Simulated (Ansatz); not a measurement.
## K2S: biaxial strain +2.00 %, plane normal [001], relaxed out of plane

Start from K₂S in the anti-fluorite structure (space group Fm-3m, No. 225; a = 7.3360 Å). Axes: x, y, z lie along the cube axes.

Perturbation: tensile biaxial strain of 2.00 % in the plane normal to [001], as in epitaxy on a mismatched substrate; the out-of-plane cell vector and the atoms relax.

Computed with PBEsol/PAW in Ansatz (a quantum-chemistry and plane-wave program), spin-orbit coupling left out. Γ-centred 8×8×8 mesh, Fermi–Dirac width 0.05 eV.

```json
[
 {"quantity": "volume per atom", "base": "32.90 Å³", "changed": "33.80 Å³", "shift": "+0.90 Å³"},
 {"quantity": "space group", "base": "Fm-3m (No. 225)", "changed": "I4/mmm (No. 139)", "shift": "–"},
 {"quantity": "shortest interatomic distance", "base": "3.177 Å", "changed": "3.206 Å", "shift": "+0.029 Å"},
 {"quantity": "energy relative to the base (free energy F)", "base": "0 meV/atom", "changed": "+3.2 meV/atom", "shift": "+3.2 meV/atom"},
 {"quantity": "pressure (mean of the normal stresses, compression positive)", "base": "0.1 kbar", "changed": "-5.1 kbar", "shift": "-5.2 kbar"},
 {"quantity": "band gap", "base": "2.35 eV", "changed": "2.26 eV", "shift": "-0.09 eV"},
 {"quantity": "gap character", "base": "–", "changed": "indirect, X → Γ", "shift": "–"},
 {"quantity": "electron mass", "base": "0.35 mₑ (at Γ)", "changed": "0.35 mₑ (at Γ)", "shift": "–"},
 {"quantity": "out-of-plane strain", "base": "–", "changed": "-1.25 %", "shift": "–"},
 {"quantity": "ratio −ε⊥/ε∥", "base": "–", "changed": "0.63", "shift": "–"},
 {"quantity": "mean in-plane stress (compression positive)", "base": "–", "changed": "-0.8 GPa", "shift": "–"}
]
```

Final structure (turned so that z lies along the plane normal):

```
CELL_PARAMETERS angstrom
      5.29107     0.00000     0.00000
      0.00000     5.29107     0.00000
      2.64553    -2.64553     3.62199
ATOMIC_POSITIONS crystal
  K  0.75000 0.75000 0.50000
  K  0.25000 0.25000 0.50000
  S  0.00000 0.00000 0.00000
```

Effective masses come from finite differences of ±0.01 Å⁻¹. Stability against distortions was not tested. Labels are those of the standard path for the cell's own space group.
